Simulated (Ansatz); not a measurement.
The parent structure is V in the diamond structure (space group Fd-3m, No. 227; a = 5.362 Å; ferromagnetic; a hypothetical phase, not in the database extracts checked).

Calculations: DFT with PBEsol, PAW potentials and a 420 eV plane-wave cutoff in Ansatz (a quantum-chemistry and plane-wave program), no SOC.

Before the change:

The volume per atom comes out as 19.27 Å³.

It is then changed as follows: a hydrostatic pressure of 1.5 GPa.

Problem. Predict the new volume per atom.

Solution. The volume per atom drops by 0.44 Å³ (19.27 Å³ → 18.83 Å³).

The magnetic state is the one reached from the starting moments; the real material's order can differ, and small cells can't hold many antiferromagnetic ones. Load acts through the strain it causes; cell and atoms are relaxed under it. Whether these cells are dynamically stable was not tested.
